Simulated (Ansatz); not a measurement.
Spacing of the highest filled and lowest empty level at the zone centre in eight small model glasses of hand-chosen composition and density, fast-quenched (anions pushed apart in CHGNet runs), each at its PBE geometry, by PBE and by r2SCAN (Ansatz, a program for electronic structure, plane waves, PAW). The cells are the first eight to finish that balance their formal charges, show no moments and no lower geometry on charging where those were tested, and have a gap at both levels; defect levels can set the spacings.

```csv
cell,quench by,pressure (GPa),levels at the gap,PBE (eV),"experiment, tabulated (eV)"
Zr20O43In2,CHGNet,0.0,localised at the filled edge,3.36,-
In9Ga9Zn9O37Ba,CHGNet,2.5,localised at the filled edge,0.82,-
In24O37Ca,CHGNet,0.6,localised at the filled edge,0.32,-
In24O38Ge,CHGNet,2.0,localised at the filled edge,0.44,-
Zr20O43W,CHGNet,-2.4,localised at both edges,2.39,-
Si24O51Ga2,CHGNet,3.5,spread,4.59,-
Al28O47Ta2,CHGNet,1.3,localised at the filled edge,3.13,-
Si30N44Ti3,CHGNet,0.1,localised at both edges,1.66,-
```

Problem. What does r2SCAN give, and how does it move these values against PBE?

Solution. Zr20O43In2 3.82, In9Ga9Zn9O37Ba 1.27, In24O37Ca 0.71, In24O38Ge 0.86, Zr20O43W 2.67, Si24O51Ga2 5.24, Al28O47Ta2 3.59, Si30N44Ti3 1.91 eV. It raises them by +0.25 to +0.65 eV, +0.42 eV on average. A straight line through the eight gives r2SCAN = 1.04 × PBE +0.33 eV, with a scatter of 0.10 eV.
